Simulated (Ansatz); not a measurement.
**SiC, response to strain**

Take SiC in the wurtzite structure (space group P6_3mc, No. 186; a = 3.076 Å, c = 5.048 Å) as the base. Axes: x lies along a and z along c of the hexagonal cell.

Strains are applied to the cell and any free atomic positions relax.

Computed with PBEsol, PAW, 420 eV (Ansatz, an electronic-structure program; no SOC).

Notes on the quantities. energy relative to the base: free energy F; pressure: mean of the normal stresses, compression positive.

| variant | shortest interatomic distance | energy relative to the base | electron mass | pressure | smallest direct gap |
|---|---|---|---|---|---|
| base | 188.3 pm | 0 meV/atom | 0.26 mₑ along c, 0.43 mₑ across (at K) | 0.00 GPa | 3.86 eV |
| uniaxial strain ε_zz = −3.00 % | ___ | +16 meV/atom | 0.25 mₑ along z, 0.43 mₑ across (at K) | 7.12 GPa | 3.67 eV |
| uniaxial strain ε_zz = −2.40 % | 186.7 pm | +10 meV/atom | 0.25 mₑ along z, 0.43 mₑ across (at K) | 5.61 GPa | 3.71 eV |
| uniaxial strain ε_zz = −1.80 % | 187.4 pm | +5.8 meV/atom | 0.25 mₑ along z, 0.43 mₑ across (at K) | ___ | 3.75 eV |
| uniaxial strain ε_zz = −0.60 % | 188.1 pm | +0.6 meV/atom | 0.26 mₑ along z, 0.43 mₑ across (at K) | 1.34 GPa | 3.82 eV |

**Question.** What belongs in the blanks?

**Answer.** 
- uniaxial strain ε_zz = −3.00 %, shortest interatomic distance: 186.0 pm
- uniaxial strain ε_zz = −1.80 %, pressure: 4.15 GPa

Effective masses come from finite differences of ±0.01 Å⁻¹. Whether these cells are dynamically stable was not tested.
